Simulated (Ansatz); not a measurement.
Given:

```yaml
crystal:
  lattice:
    - [3.96981, 0.00000, 0.00000]
    - [0.00000, 3.96981, 0.00000]
    - [0.00000, 0.00000, 3.96981]
  atoms:
    - { symbol: In, position: [0.00000, 0.00000, 0.00000] }
    - { symbol: Pd, position: [0.50000, 0.50000, 0.00000] }
    - { symbol: Pd, position: [0.00000, 0.50000, 0.50000] }
    - { symbol: Pd, position: [0.50000, 0.00000, 0.50000] }
```

These are PBEsol, DFPT electron-phonon coupling, linearised Boltzmann equation (plane waves, PAW, scalar-relativistic; Ansatz, a program for electronic structure) values and carry that method's errors. Cell: relaxed with this functional, without spin-orbit coupling.

Predict the intrinsic resistivity at 300 K.

10.9 μΩ·cm.

How long is the mean free path there?

11.5 nm, weighted by the current that each state carries. Wires not much wider than this gain resistivity from their walls.

A metal at this level (no band gap). Only scattering by harmonic phonons is included (no impurities, grain boundaries, electron-electron scattering or thermal expansion). Spin-orbit coupling is left out. The run warned that the eigensolver left some states short of its tolerance. Halving the electron mesh (20x20x20) moves the resistivity by up to 3 % at 300 K, the mean free path by up to 5 %. Smearing 0.20 eV; phonons on a 4x4x4 q mesh, which this run doesn't test.

Computed structure with no diffraction record at hand here (it may be known, metastable or hypothetical): Pd3In (Pm-3m).
